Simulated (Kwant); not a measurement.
System: Ge/Si0.2Ge0.8 stack with 3 barriers. One parabolic valley. Leads of mass 0.12 mₑ with the band edge at 0; grid 0.1 nm; bias 0 V, dropping linearly over the stack.

```csv
layer,thickness (nm),band offset (eV),mass (mₑ)
1,1.5,0.12,0.14
2,2.5,0,0.12
3,1.5,0.12,0.14
4,2.5,0,0.12
5,1.5,0.12,0.14
```

Constants are typed, rounded textbook-type inputs, not results; the design itself was drawn at random and stands for no fabricated device.

Model: one-band effective-mass tight-binding model in one dimension, coherent, no space charge (Kwant).

Sweep values stay those of the base run.

The width of the first well was swept, all else fixed.

```csv
width of the first well (nm),transmission at E = 180.0 meV,transmission at E = 44.89 meV,mean transmission over the sweep,transmission at E = 135.0 meV
1.5,0.84,0.095,0.54,0.78
2,0.58,0.13,0.58,0.97
2.5,0.40,0.19,0.56,0.87
3,(withheld),(withheld),(withheld),(withheld)
3.8,0.34,0.78,0.43,0.40
```

### Question
Some entries are withheld; supply them.

### Answer

- 3, transmission at E = 180.0 meV: 0.33
- 3, transmission at E = 44.89 meV: 0.33
- 3, mean transmission over the sweep: 0.51
- 3, transmission at E = 135.0 meV: 0.62
